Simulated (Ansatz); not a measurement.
CrCoO4 (space group Cmcm, No. 63; ferromagnetic)

CrCoO₄ has the orthorhombic space group Cmcm (No. 63), Pearson symbol oS24. Cell: a = 5.389 Å, b = 7.923 Å, c = 5.859 Å, α = β = γ = 90.00°. Cr on 4c is coordinated by 2 O at 1.633 Å and 2 O at 1.743 Å (tetrahedral). Co on 4a is coordinated by 6 O at 1.852–1.932 Å (octahedral). O1 on 8f is surrounded by 1 Cr at 1.633 Å and 1 Co at 1.852 Å (bent). O2 on 8g has 1 Cr at 1.743 Å and 2 Co at 1.932 Å. (Neighbours: up to the widest gap in distance over summed covalent radii, below 1.35, at either atom; cation-cation and far metal-metal contacts left out.)
(The calculation used a cell of 12 atoms; values per cell refer to that cell.)

All numbers come from Ansatz (an electronic-structure program), PBEsol, PAW, cutoff 420 eV, without spin-orbit coupling. k-mesh 9×9×7 (Γ-centred); smearing 0.05 eV (Fermi–Dirac).

- Volume per atom = 10.42 Å³
- Density = 4.64 g/cm³
- Band gap = zero
- Magnetic state = ferromagnetic
- Total energy = -1780.715 eV/atom (σ→0; compares only within this code and set-up)

Stability against distortions was not tested. No Hubbard U is applied and the magnetic state is the run's own (CrCoO4 ferromagnetic); other magnetic orders, which need larger cells, were not tried and can change the gap.
